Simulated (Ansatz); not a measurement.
The reference is ZnS in the zinc blende structure (space group F-43m, No. 216).

```cif
data_S4Zn4
_chemical_formula_sum 'Zn4 S4'
_space_group_name_H-M_alt 'F-43m'
_space_group_IT_number 216
_space_group_name_Hall 'F -4 2 3'
_cell_length_a 5.38910
_cell_length_b 5.38910
_cell_length_c 5.38910
_cell_angle_alpha 90.000
_cell_angle_beta 90.000
_cell_angle_gamma 90.000
loop_
_atom_site_label
_atom_site_type_symbol
_atom_site_symmetry_multiplicity
_atom_site_Wyckoff_symbol
_atom_site_fract_x
_atom_site_fract_y
_atom_site_fract_z
_atom_site_occupancy
Zn1 Zn 4 a 0.00000 0.00000 0.00000 1
S1 S 4 d 0.75000 0.75000 0.75000 1
```
(The calculation used a cell of 2 atoms; values per cell refer to that cell.)

Level of theory: r2SCAN/PAW in Ansatz (a program for electronic structure), without spin-orbit coupling.

For the base:

```
Item                                    Value
-----------------------------  --------------
Band gap                              2.70 eV
Electron mass                  0.19 mₑ (at Γ)
Width of the top valence band         2.82 eV
```

It is then changed as follows: an isotropic linear strain of −2.50 %; the atoms relax in the strained cell.

Predict the new band gap.

The band gap rises by 0.36 eV to 3.06 eV.

What does the calculation give for the electron mass after the change?

The electron mass changes from 0.19 mₑ (at Γ) to 0.21 mₑ (at Γ).

How does this affect the width of the top valence band?

The width of the top valence band increases by 0.31 eV, from 2.82 eV to 3.13 eV.

Masses are band curvatures over ±0.01 Å⁻¹ around the edge. Stability against distortions was not tested.
